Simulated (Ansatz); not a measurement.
## wurtzite GaN: the defect V_Ga+Si_Ga

Computed with PBE, PAW (plane waves to 420 eV; Ansatz, a quantum-chemistry and plane-wave program). Cell: 96 sites, 3×2×2; final energies on a 2×2×2 shifted mesh. Sites at the start: the Ga site; Ga 3.22 Å away. Finite-size correction: monopole term and site-potential alignment. Dielectric constants: PBE linear response of the host. Host gap at this level: 1.71 eV. These values are not converged in cell size to better than tenths of an eV. Levels are measured in PBE's own, too narrow, gap. Spin–orbit coupling is left out. Each state is the lowest found from its start.

Formation energies E_f are given with the Fermi level at the valence-band maximum. Chemical conditions: Ga-rich (Δμ(Ga) = 0.00 eV, Δμ(Si) = -1.30 eV, bounded by beta Si3N4; only phases computed here count, gases as isolated molecules at 0 K); N-rich (Δμ(Ga) = -0.88 eV, Δμ(Si) = -2.47 eV, bounded by beta Si3N4; only phases computed here count, gases as isolated molecules at 0 K). Reference phases: Ga: alpha gallium, Si: silicon.

```tsv
charge	moment (μB)	largest move off a lattice site (Å)	image correction with alignment (eV)	E_f, Ga-rich (eV)	E_f, N-rich (eV)	above the lowest spin state (eV)
0	2.0	0.29	0.02	5.59	5.00	0.00
0	not spin-polarised	0.30	0.01	5.91	5.32	0.33
−1	1.0	0.32	0.49	6.32	5.73	0.00
−1	1.0	0.32	0.49	6.32	5.73	0.00
−2	not spin-polarised	0.33	1.32	7.76	7.17	0.00
−2	0.0	0.33	1.32	7.76	7.17	0.00
```

Starting moments that weren't kept: charge −1 began with 3 μB and ended with 1.0; charge −2 began with 2 μB and ended with 0.0.

Transition levels above the valence-band maximum: ε(0/−1) = 0.73 eV; ε(−1/−2) = 1.44 eV. On the lower envelope of the bound states, inside the gap: (0/−1) at 0.73 eV; (−1/−2) at 1.44 eV.

Flagged in the runs: a host whose relaxation on this sampling wasn't shown to rest.

All states together cost very roughly 9 core-hours.
